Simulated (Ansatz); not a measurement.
Relaxation of the outer planes of the (221) surface of rock-salt SrO in its 1x1 cell (cut with top plane O + Sr, bottom plane O + Sr), outermost plane spacing 0.87 Å in the ideal cut.

All values below come from PBE (plane waves to 420 eV, PAW; Ansatz, an electronic-structure program).

Slab: 28 atoms, O14Sr14, 11.3 Å thick at the start; k 7x3x1, smearing 0.025 eV, dipole-corrected; all atoms relaxed; start symmetry kept, larger cells not searched; no spin, no spin-orbit, no U.

```tsv
plane	atoms	bulk spacing to the next (Å)	relaxed spacing (Å)	change (%)	rumpling (Å)
1	Sr + O	0.866	0.915	5.6	0.20 (Sr outermost)
2	Sr + O	0.866	0.138	-84.0	0.04 (Sr outermost)
```
